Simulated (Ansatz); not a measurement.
```
CsSnBr3
1.0
    5.99482     0.00000     0.00000
    0.00000     5.99482     0.00000
    0.00000     0.00000     5.99482
Cs Sn Br
1 1 3
Direct
  0.00000   0.00000   0.00000
  0.50000   0.50000   0.50000
  0.50000   0.00000   0.50000
  0.00000   0.50000   0.50000
  0.50000   0.50000   0.00000
```

Computed with PBEsol with spin-orbit coupling, rigid bands (plane waves, PAW; Ansatz, a quantum-chemistry and plane-wave program). Condition of this run: hydrostatic pressure -2 GPa (the target of the relaxation). Geometry: cell and atoms relaxed with PBEsol, then loaded as said.

Q: Predict the hole conductivity mass (n e² τ/σ) at 300 K, by direction if it differs.

A: 0.095 mₑ.

Q: Predict the electron conductivity mass (n e² τ/σ) at 300 K, by direction if it differs.

A: 0.161 mₑ.

Q: And the band gap?

A: 0.44 eV at this level; semilocal functionals usually fall short of the measured gap.

Rigid bands, one relaxation time for all states, no polarons.

CsSnBr3 under load (space group Pm-3m): a high-temperature phase held by its symmetry.
